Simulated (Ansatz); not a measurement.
For InAs (model structure, started from the WC type, P-6m2, No. 187, 2 atoms in the cell), PBEsol in Ansatz (plane waves, PAW) gives:

```
Property                      Result
---------------------  -------------
lattice constant a           3.911 Å
c axis length                3.523 Å
enthalpy of formation  0.060 eV/atom
```

**Question.** What does r²SCAN in Ansatz (plane waves, PAW) give for the same quantities?

**Answer.** 
- lattice constant a: 3.956 Å (grows by 1.2 %)
- lattice parameter c: 3.525 Å (hardly moves)
- formation enthalpy: 0.010 eV/atom (decreases by 0.050 eV/atom)

Changes are worked out from the printed values.

Unless a cell is named, each level is at its own relaxed cell (PBEsol 23.34, r²SCAN 23.89 Å³/atom).

Levels without +SOC leave out spin–orbit coupling, which shifts energies and cells of such heavy elements.

Ansatz's density-functional and Hartree–Fock values are scalar-relativistic unless marked +SOC, with PAW data made under PBE.

A model structure was made by putting elements into a prototype or built by hand; it is no filed structure, need not be a known phase, and can be a saddle point held by its symmetry.

Ansatz is a first-principles code.
